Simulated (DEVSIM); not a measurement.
Device: abrupt Ge n-p junction, at 300 K.

```
layer (left to right)  material  thickness (μm)  Nd (cm⁻³)  Na (cm⁻³)  τn (s)  τp (s)
---------------------  --------  --------------  ---------  ---------  ------  ------
1                            Ge           0.560     9.4e16          -    7e-7    7e-7
2                            Ge            12.0          -     1.1e14    7e-7    7e-7
```

Left contact: ohmic. Right contact: ohmic. Voltage is applied to the left contact. Recombination: SRH at mid-gap, Auger. Mobility is μmin + (μ − μmin)/(1 + (N/Nref)^α).

This is a model device: material constants are rounded textbook-type values typed into the input, and sizes, dopings and lifetimes were drawn at random. Values at 300 K.

```tsv
parameter	Ge
gap (eV)	0.664
affinity (eV)	4
permittivity	16
Nc (cm⁻³)	1.04e19
Nv (cm⁻³)	6e18
μn (cm²/Vs)	3900
μp (cm²/Vs)	1900
μn,min	150
μp,min	100
Nref,n	2.6e17
Nref,p	4e17
αn	0.56
αp	0.6
Cn (cm⁶/s)	1e-31
Cp (cm⁶/s)	1e-31
```

Model (solved in DEVSIM): 1D drift-diffusion, Boltzmann statistics, complete ionisation; no tunnelling, impact ionisation, image-force lowering or self-heating.

Base results: dark forward voltage at 100 A/cm² (V) 0.297; potential step across the device at zero bias (V) 0.261; largest field in the device at zero bias (V/cm) 14000; dark forward voltage at 1 A/cm² (V) 0.084.

Task: What follows from this one change: thickness of layer 1 0.56 → 1.7 μm?

Result: dark forward voltage at 100 A/cm² 0.297 → 0.284 V; potential step across the device at zero bias little changed (0.261 V); largest field in the device at zero bias little changed (14000 V/cm); dark forward voltage at 1 A/cm² little changed (0.084 V).

Task: What follows from this one change: doping Nd of layer 1 9.4e+16 → 2.8e+18 cm^-3?

Result: dark forward voltage at 100 A/cm² 0.297 → 0.272 V; potential step across the device at zero bias 0.261 → 0.349 V; largest field in the device at zero bias 14000 → 77000 V/cm; dark forward voltage at 1 A/cm² little changed (0.084 V).

Task: What follows from this one change: doping Na of layer 2 1.1e+14 → 1.1e+15 cm^-3?

Result: dark forward voltage at 100 A/cm² little changed (0.295 V); potential step across the device at zero bias 0.261 → 0.320 V; largest field in the device at zero bias 14000 → 16000 V/cm; dark forward voltage at 1 A/cm² 0.084 → 0.135 V.

Task: What follows from this one change: constant mobility in place of the doping-dependent one?

Result: dark forward voltage at 100 A/cm² 0.297 → 0.302 V; potential step across the device at zero bias little changed (0.261 V); largest field in the device at zero bias little changed (14000 V/cm); dark forward voltage at 1 A/cm² little changed (0.084 V).
